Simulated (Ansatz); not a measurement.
The reference is ScIr3 in the Cu3Au type structure (space group Pm-3m, No. 221; a cell from a computed database, its experimental status unchecked; relaxed with 0.1 eV smearing).

```yaml
crystal:
  lattice:
    - [3.89706, 0.00000, 0.00000]
    - [0.00000, 3.89706, 0.00000]
    - [0.00000, 0.00000, 3.89706]
  atoms:
    - { symbol: Sc, position: [0.00000, 0.00000, 0.00000] }
    - { symbol: Ir, position: [0.00000, 0.50000, 0.50000] }
    - { symbol: Ir, position: [0.50000, 0.00000, 0.50000] }
    - { symbol: Ir, position: [0.50000, 0.50000, 0.00000] }
```

Cartesian axes are those of the cell as printed.

Level of theory: PBEsol in Ansatz (plane waves to 420 eV, PAW, spin-orbit coupling left out).

It is then changed as follows: a pure shear with ε_xy = ε_yx = -0.0257; the atoms relax in the strained cell.

Q: Predict the stress tensor and what it implies for the stiffness.

A: Stress of the strained cell less that of the base (GPa, compression positive):
```
    1.2     9.6     0.0
    9.6     1.2     0.0
    0.0     0.0     0.3
```

Then −Δσ/γ with γ = 2ε = -0.0514 gives secant stiffness values (nonlinear terms included at this strain): C66 ≈ 186 GPa.

As a check, the harmonic strain energy −½ V₀ Δσ:ε is 23 meV/atom; the computed energy rise is 23 meV/atom.

Whether these cells are dynamically stable was not tested. The final runs are not spin-polarised.

Ansatz is a program for electronic structure.
